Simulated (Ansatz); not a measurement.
## How the equilibrium volume per atom of PbI2 (model structure, from the 3R-MoS2 type, R3m, No. 160) moves with the method

No measured value is used here.

| level (code) | value (Å³/atom) |
|---|---|
| PBE (Ansatz) | [?] |
| PBEsol (Ansatz) | 41.20 |
| PBE-D3(BJ) (Ansatz) | 41.17 |

Question: Fill in the missing entries.

Answer: 
- PBE (Ansatz, a program for electronic structure), value (Å³/atom): 48.12

Density-functional levels without +SOC have no spin–orbit coupling. Ansatz's density-functional and Hartree–Fock values are scalar-relativistic unless marked +SOC, with PAW data made under PBE.

A model structure was made by putting elements into a prototype or built by hand; it is no filed structure, need not be a known phase, and can be a saddle point held by its symmetry.
